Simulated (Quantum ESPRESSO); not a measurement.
A working Quantum ESPRESSO input for Na2MnCl4 (Pbam, 14 atoms in the cell) (DFT, PBEsol, plane waves, GBRV 1.5 ultrasoft (PBESOL) pseudopotentials):

```fortran
&CONTROL
    calculation = 'scf',
    outdir = './tmp/',
    pseudo_dir = './',
    tprnfor = .true.,
    tstress = .true.,
/
&SYSTEM
    ibrav = 0,
    nat = 14,
    ntyp = 3,
    ecutwfc = 50,
    ecutrho = 400,
    occupations = 'smearing',
    smearing = 'mp',
    degauss = 0.0036749,
    nspin = 2,
    starting_magnetization(3) = 0.267,
/
&ELECTRONS
    conv_thr = 1.0e-11,
    mixing_beta = 0.3,
/
ATOMIC_SPECIES
Cl    35.4500  cl_pbesol_v1.4.uspp.F.UPF
Na    22.9898  na_pbesol_v1.5.uspp.F.UPF
Mn    54.9380  mn_pbesol_v1.5.uspp.F.UPF
CELL_PARAMETERS {angstrom}
   6.9300000000     0.0000000000     0.0000000000
   0.0000000000    11.8600000000     0.0000000000
   0.0000000000     0.0000000000     3.8600000000
ATOMIC_POSITIONS {crystal}
Cl    0.1215000000    0.1952000000    0.0000000000
Cl    0.8785000000    0.8048000000    0.0000000000
Cl    0.6215000000    0.3048000000    0.0000000000
Cl    0.3785000000    0.6952000000    0.0000000000
Na    0.4186000000    0.1818000000    0.5000000000
Na    0.5814000000    0.8182000000    0.5000000000
Na    0.9186000000    0.3182000000    0.5000000000
Na    0.0814000000    0.6818000000    0.5000000000
Mn    0.0000000000    0.0000000000    0.0000000000
Mn    0.5000000000    0.5000000000    0.0000000000
Cl    0.2399000000    0.9551000000    0.5000000000
Cl    0.7601000000    0.0449000000    0.5000000000
Cl    0.7399000000    0.5449000000    0.5000000000
Cl    0.2601000000    0.4551000000    0.5000000000
K_POINTS {automatic}
2 1 4  0 0 0
```

The run converged in 15 iterations: free energy E − TS -14557.4044 eV; top of the valence band (on the code's own zero) 3.79 eV; gap on the k-point mesh 1.97 eV; pressure -1.09 GPa; largest force (vector length) 0.213 eV/Å; size of the cell's spin moment 10.00 μB. Each of these slips is then made, one at a time:

(1)
```diff
-    ecutwfc = 50,
-    ecutrho = 400,
+    ecutwfc = 10,
+    ecutrho = 80,
```

(2)
```diff
-    ecutwfc = 50,
+    ecutwf = 50,
```

(3)
```diff
-ATOMIC_POSITIONS {crystal}
+ATOMIC_POSITIONS {direct}
```

**Question.** Predict the outcome of each change.

**Answer.** 
(1) A basis or grid far too coarse for these potentials. The run ended unconverged after 100 iterations.

(2) A keyword that the program does not know. The program stopped before any SCF iteration.
```
Error in routine  read_namelists (1):
bad line in namelist &system: "    ecutwf = 50," (error could be in the previous line)
```

(3) A value that the program does not know. The program stopped before any SCF iteration.
```
Error in routine read_cards (1):
unknown option for ATOMIC_POSITION: ATOMIC_POSITIONS {DIRECT}
```

The starting cell comes from a database of published, mostly measured structures (it also holds non-ambient and calculated ones), without a prior relaxation at this level. The magnetic order is the one reached from the typed start; others were not searched systematically.

Left out of this page: 4 runs of the series outside the window shown, repeating another row's setting, or not comparable.
